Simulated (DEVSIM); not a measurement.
Structure: GaAs n+/n-/n+ resistor, at 300 K.

```csv
layer (left to right),material,thickness (μm),Nd (cm⁻³),τn (s),τp (s)
1,GaAs,0.210,1.5e17,2.3e-8,2.3e-8
2,GaAs,3.30,3.7e15,2.3e-8,2.3e-8
3,GaAs,0.910,1.3e17,2.3e-8,2.3e-8
```

Left contact: ohmic. Right contact: ohmic. Voltage is applied to the left contact. Recombination: SRH at mid-gap, radiative, Auger. Mobility is μmin + (μ − μmin)/(1 + (N/Nref)^α).

This is a model device: material constants are rounded textbook-type values typed into the input, and sizes, dopings and lifetimes were drawn at random. Values at 300 K.

```tsv
parameter	GaAs
gap (eV)	1.424
affinity (eV)	4.07
permittivity	12.9
Nc (cm⁻³)	4.7e17
Nv (cm⁻³)	9e18
μn (cm²/Vs)	8500
μp (cm²/Vs)	400
μn,min	500
μp,min	20
Nref,n	6e16
Nref,p	1.5e17
αn	0.39
αp	0.38
B (cm³/s)	2e-10
Cn (cm⁶/s)	1e-30
Cp (cm⁶/s)	1e-30
```

DEVSIM, 1D drift-diffusion, Boltzmann statistics, complete ionisation; no tunnelling, impact ionisation, image-force lowering or self-heating.

Give the dark forward current.


```
V (V)  J (A/cm²)
-----  ---------
0.05         610
0.15        1800
0.25        3000
0.35        4200
0.45        5500
0.55        6700
0.65        7900
0.75        9100
0.85       10000
0.95       12000
1.10       13000
1.20       15000
1.30       16000
1.40       17000
1.50       18000
1.60       19000
1.70       21000
1.80       22000
1.90       23000
2.00       24000
```
